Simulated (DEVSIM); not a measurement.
Structure: abrupt GaAs n-p junction, at 250 K.

Layer 1 from the left is GaAs, thickness (μm) 2.60, Nd (cm⁻³) 1.9e16, τn (s) 3.7e-10, τp (s) 3.7e-10. Layer 2 from the left is GaAs, thickness (μm) 1.60, Na (cm⁻³) 3.6e15, τn (s) 3.7e-10, τp (s) 3.7e-10.

Left contact: ohmic. Right contact: ohmic. Voltage is applied to the left contact. Recombination: SRH at mid-gap, Auger. Mobility is μmin + (μ − μmin)/(1 + (N/Nref)^α).

The device is made up for the run: typed textbook-type constants, with dimensions and the other settings drawn at random. Values at 300 K; Nc and Nv go as T^1.5, mobilities as T to minus their exponent, the gap by Varshni's rule with the affinity fixed.

GaAs: gap (eV) 1.424, affinity (eV) 4.07, permittivity 12.9, Nc (cm⁻³) 4.7e17, Nv (cm⁻³) 9e18, μn (cm²/Vs) 8500, μp (cm²/Vs) 400, μn,min 500, μp,min 20, Nref,n 6e16, Nref,p 1.5e17, αn 0.39, αp 0.38, T exponent of μn 2.1, T exponent of μp 2.2, Cn (cm⁶/s) 1e-30, Cp (cm⁶/s) 1e-30, Varshni α (eV/K) 0.000541, Varshni β (K) 204.

### Question
Estimate by hand the built-in potential, the peak field at zero bias, the capacitance at 0.6 V, and compare with a numerical solution.

### Answer

- Built-in potential: ni = √(Nc Nv) exp(−Eg/2kT) = 4150 cm⁻³ with Eg = 1.446 eV; Vbi = kT/q ln(Na Nd/ni²) = 1.220 V; numerical 1.220 V.
- Peak field at zero bias: depletion approximation: W = √(2εVbi/(qN)) = 0.758 μm with N = 3.03e15 cm⁻³; field = 2Vbi/W = 32200 V/cm; numerical 31600 V/cm (estimate above by 1.8 %).
- Capacitance at 0.6 V: C = √(qεN / 2(Vbi + |V|)) = 12.3 nF/cm²; numerical 12.5 nF/cm² (estimate below by 1.2 %).

DEVSIM, 1D drift-diffusion, Boltzmann statistics, complete ionisation; no tunnelling, impact ionisation, image-force lowering or self-heating.
